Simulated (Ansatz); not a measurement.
Base system: TlBr in the CsCl type structure (space group Pm-3m, No. 221; a = 3.915 Å). Axes: x, y, z lie along the cube axes.

All numbers come from DFT with PBEsol, PAW potentials and a 420 eV plane-wave cutoff in Ansatz (an electronic-structure program), no spin-orbit coupling.

Strains are applied to the cell and any free atomic positions relax.

One change was made to it. Results:

| quantity | base | after |
|---|---|---|
| valley order (the lowest conduction-band minima on the path, energy above the VBM, named in the base's zone) | X along ⟨100⟩ 1.59 eV; R along ⟨111⟩ 1.81 eV | X along [010] 1.55 eV; X along [001] 1.73 eV; R along [111] 1.83 eV |
| hole mass | 0.20 mₑ along k, 0.43 mₑ across (at X) | 0.22 mₑ along k, 0.46 mₑ across (at X) |
| shortest interatomic distance | 3.390 Å | 3.424 Å |
| pressure (mean of the normal stresses, compression positive) | 0.00 GPa | -0.75 GPa |

Which of these changes matches the shifts?
A) uniaxial strain ε_zz = +3.00 %
B) uniaxial strain ε_zz = +1.50 %
C) uniaxial strain ε_zz = −1.50 %
D) uniaxial strain ε_zz = +0.50 %

A, uniaxial strain ε_zz = +3.00 %. For comparison, the valley order in the other runs: uniaxial strain ε_zz = +0.50 % gives X along [010] 1.58 eV; X along [001] 1.61 eV; R along [111] 1.81 eV; uniaxial strain ε_zz = +1.50 % gives X along [010] 1.57 eV; X along [001] 1.66 eV; R along [111] 1.82 eV; uniaxial strain ε_zz = −1.50 % gives X along [001] 1.47 eV; X along [010] 1.56 eV; R along [111] 1.66 eV.

With Tl present, leaving out spin-orbit coupling can change the band edges. The levels and masses belong to the bands next to the band gap. Effective masses come from finite differences of ±0.01 Å⁻¹. Along k means along the line from Γ to the band edge. Stability against distortions was not tested.
